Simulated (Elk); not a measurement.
**A self-consistent single point of Ba (Im-3m, 1 atom in the cell) with Elk**

Method of the run: PBE, all-electron FP-LAPW, Elk's shipped species files, APW+lo basis with extra local orbitals (Elk).

The input file:

```
tasks
  0

xctype
  20

rgkmax
  8.0

gmaxvr
  16.0

nxlo
  2

lorbcnd
  .true.

lmaxi
  3

stype
  0

swidth
  0.00367493

maxscl
  100

scale
  1.889726125

avec
   -2.5150200000    2.5150200000    2.5150200000
    2.5150200000   -2.5150200000    2.5150200000
    2.5150200000    2.5150200000   -2.5150200000

sppath
  'species/'

atoms
  1
  'Ba.in'
  1
  0.0000000000  0.0000000000  0.0000000000    0.0 0.0 0.0

ngridk
  12 12 12
```

The program printed (abridged):

```
│ Elk code version 10.2.4 │

All units are atomic (Hartree, Bohr, etc.)

│ Ground-state run starting from atomic densities │

Lattice vectors :
  -4.752698999       4.752698999       4.752698999
   4.752698999      -4.752698999       4.752698999
   4.752698999       4.752698999      -4.752698999

Unit cell volume      :    429.4186693
Brillouin zone volume :   0.5776418940

Muffin-tin inner radius fraction :   0.1000000000E-01

Nuclei treated as point charges

Species :    1 (Ba)
 parameters loaded from : Ba.in
 name : barium
 nuclear charge    :   -56.00000000
 electronic charge :    56.00000000
 atomic mass :    250331.8069
 muffin-tin radius :    2.800000000
 number of radial points in muffin-tin :    697
 atomic positions (lattice), magnetic fields (Cartesian) :
   1 :   0.00000000  0.00000000  0.00000000    0.00000000  0.00000000  0.00000000

Total number of atoms per unit cell :    1

Spin treatment :
 spin-unpolarised

Number of Bravais lattice symmetries :   48
Number of crystal symmetries         :   48
Crystal has inversion symmetry
Real symmetric eigensolver will be used

k-point grid :     12    12    12
k-point offset :    0.000000000       0.000000000       0.000000000
k-point set is reduced with full crystal symmetry group
Total number of k-points :       72

Muffin-tin radius times maximum |G+k| :    8.000000000
 using average radius
Maximum |G+k| for APW functions       :    2.857142857
Maximum (1/2)|G+k|²                   :    4.081632653
Maximum |G| for potential and density :    16.00000000
 potential will be trimmed for |G| > 2 gkmax
Constant for pseudocharge density :   11
Radial integration step length :    4

G-vector grid sizes :     42    42    42
Number of G-vectors :    29581

Maximum angular momentum used for
 APW functions                      :    8
 outer part of muffin-tin           :    6
 inner part of muffin-tin           :    3

Total nuclear charge    :   -56.00000000
Total core charge       :    36.00000000
Total valence charge    :    20.00000000
Total excess charge     :    0.000000000
Total electronic charge :    56.00000000

Effective Wigner radius, rₛ :    1.223305031

Number of empty states         :    4
Total number of valence states :   14
Total number of core states    :   36

Conduction state local-orbitals added automatically
Total number of local-orbitals :   83

Exchange-correlation functional :     20     0     0
 Perdew-Burke-Ernzerhof, Phys. Rev. Lett. 77, 3865 (1996)
 gradient requirement :    1
 generalised gradient approximation (GGA)

Smearing type :    0
 Gaussian
Smearing width :   0.3674930000E-02
Effective electronic temperature (K) :    1160.451112

Mixing type :    3
 Broyden mixing, J. Phys. A: Math. Gen. 17, L317 (1984)

Kohn-Sham potential initialised from atomic data

│ Self-consistent loop started │
│ Loop number : 1 │
 total energy                :     -8142.88631670
│ Loop number : 2 │
 total energy                :     -8142.86789550
RMS change in Kohn-Sham potential (target) :   0.8169369205E-01 (  0.1000000000E-05)
Absolute change in total energy (target)   :   0.1842120230E-01 (  0.1000000000E-03)
│ Loop number : 3 │
 total energy                :     -8142.22695014
RMS change in Kohn-Sham potential (target) :   0.6503484477E-01 (  0.1000000000E-05)
Absolute change in total energy (target)   :   0.6455506550     (  0.1000000000E-03)
│ Loop number : 4 │
 total energy                :     -8140.89032631
RMS change in Kohn-Sham potential (target) :   0.3311733875E-01 (  0.1000000000E-05)
Absolute change in total energy (target)   :    1.498011495     (  0.1000000000E-03)
│ Loop number : 5 │
 total energy                :     -8139.94715544
RMS change in Kohn-Sham potential (target) :   0.1106121891E-01 (  0.1000000000E-05)
Absolute change in total energy (target)   :    1.317673746     (  0.1000000000E-03)
│ Loop number : 6 │
 total energy                :     -8139.58444357
RMS change in Kohn-Sham potential (target) :   0.2759769331E-02 (  0.1000000000E-05)
Absolute change in total energy (target)   :   0.6921303031     (  0.1000000000E-03)
│ Loop number : 7 │
 total energy                :     -8139.46071272
RMS change in Kohn-Sham potential (target) :   0.1577209994E-03 (  0.1000000000E-05)
Absolute change in total energy (target)   :   0.2967634260     (  0.1000000000E-03)
│ Loop number : 8 │
 total energy                :     -8139.45499484
RMS change in Kohn-Sham potential (target) :   0.9234133457E-04 (  0.1000000000E-05)
Absolute change in total energy (target)   :   0.7990873908E-01 (  0.1000000000E-03)
│ Loop number : 9 │
 total energy                :     -8139.44832423
RMS change in Kohn-Sham potential (target) :   0.2283437504E-04 (  0.1000000000E-05)
Absolute change in total energy (target)   :   0.2664779121E-01 (  0.1000000000E-03)
│ Loop number : 10 │
 total energy                :     -8139.44786996
RMS change in Kohn-Sham potential (target) :   0.4675436690E-05 (  0.1000000000E-05)
Absolute change in total energy (target)   :   0.7116220873E-02 (  0.1000000000E-03)
│ Loop number : 11 │
 total energy                :     -8139.44782431
RMS change in Kohn-Sham potential (target) :   0.4260914027E-06 (  0.1000000000E-05)
Absolute change in total energy (target)   :   0.1824705155E-02 (  0.1000000000E-03)
│ Loop number : 12 │
 total energy                :     -8139.44782749
RMS change in Kohn-Sham potential (target) :   0.2434548348E-06 (  0.1000000000E-05)
Absolute change in total energy (target)   :   0.4529984308E-03 (  0.1000000000E-03)
│ Loop number : 13 │
 total energy                :     -8139.44783447
RMS change in Kohn-Sham potential (target) :   0.7611061057E-07 (  0.1000000000E-05)
Absolute change in total energy (target)   :   0.1062699503E-03 (  0.1000000000E-03)
│ Loop number : 14 │
 total energy                :     -8139.44783303
RMS change in Kohn-Sham potential (target) :   0.3107030711E-07 (  0.1000000000E-05)
Absolute change in total energy (target)   :   0.2800648781E-04 (  0.1000000000E-03)
Convergence targets achieved

│ Loop number : 15 │

Energies :
 Fermi                       :     0.164897955482
 sum of eigenvalues          :     -5016.69630304
 electron kinetic            :      8687.92180337
 core electron kinetic       :      8423.30282792
 Coulomb                     :     -16628.9802010
 Coulomb potential           :     -13445.6534080
 nuclear-nuclear             :     -535.754882465
 electron-nuclear            :     -18740.7972292
 Hartree                     :      2647.57191060
 Madelung                    :     -9906.15349705
 xc potential                :     -258.964698446
 exchange                    :     -195.365054890
 correlation                 :     -3.02438070394
 total energy                :     -8139.44783325

Density of states at Fermi energy :    35.29609917
 (states/Hartree/unit cell)

Estimated indirect band gap :   0.1622212412E-02
 from k-point     45 to k-point     57
Estimated direct band gap   :   0.9020728857E-02
 at k-point     56

Charges :
 core                        :    36.00000000
 valence                     :    20.00000000
 interstitial                :    2.366463258
 muffin-tins (core leakage)
  species :    1 (Ba)
   atom    1                 :    53.63353674     (  0.5279619756E-05)
 total in muffin-tins        :    53.63353674
 total calculated charge     :    55.99851946
 total charge                :    56.00000000
 error                       :   0.1480543343E-02

│ Self-consistent loop stopped │
```

The run converged in 15 iterations. The count includes the last loop, which Elk runs after its targets are met.

The starting cell has typed, rounded lattice constants, without a prior relaxation at this level. Its lattice was rescaled by a random factor within 2.5 % of one. Values depend on the basis (sphere radii, cutoffs, local orbitals), which need not be converged. The log's line on a gap gives a spacing of levels on this mesh, which the program prints for metals too.
